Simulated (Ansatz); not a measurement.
Base system: Sr in the fcc (Cu type) structure (space group Fm-3m, No. 225; a = 6.029 Å).

Computed with DFT with PBE, PAW potentials and a 420 eV plane-wave cutoff in Ansatz (a first-principles code), scalar-relativistic without spin-orbit coupling.

Base values:

```
Item                   Value
-------------------  -------
Lattice parameter a  6.029 Å
```

It is then changed as follows: a hydrostatic pressure of 7.5 GPa.

### Question
What happens to the lattice parameter a?

### Answer
The lattice parameter a drops by 0.6755 Å, from 6.029 Å to 5.353 Å.

Load acts through the strain it causes; cell and atoms are relaxed under it. No phonon test of stability was made. Measured, Sr leaves this structure (for bcc) near 3.5 GPa (temperature not stated; as listed in Olga Degtyareva, NATO science for peace and security series. B, Physics and biophysics (2010)).
